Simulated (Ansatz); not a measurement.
The starting structures come from a database of crystals and need not be the phases stable at ambient conditions.

 Where the default PAW files enter, the runs use the earlier of Ansatz's two default sets.

The decay constant κ of evanescent states in the gap governs leakage through a thin film.

Data:

```xyz
4
Lattice="5.2500 0.0000 0.0000 0.0000 7.5904 0.0000 0.0000 3.7952 2.1912" Properties=species:S:1:pos:R:3 pbc="T T T"
Ba     4.7302     5.0603     0.0000
Al     1.8829     0.0000     0.0000
Ge     2.3481     2.5301     0.0000
H      0.1423     0.0000     0.0000
```

Space group of this cell: P3m1. The cell is taken as given; by r2SCAN its mean pressure is -1.0 GPa.

Transport runs along the normal of the first two printed cell vectors, the (110) plane of the conventional cell.

The gap is the functional's own. No spin-orbit coupling. Mid-gap values are interpolated on the energy grid.

Task: Predict the band gap and the smallest decay constant κ at mid-gap from r2SCAN (Ansatz, a quantum-chemistry and plane-wave program).

Result: Gap 1.07 eV on a 6×14×14 mesh; κ = 0.098 1/Å, at (0.500, 0.000) of the in-plane reciprocal vectors. At the zone centre, at the nearest computed energy, the slowest state has κ = 0.12 1/Å.
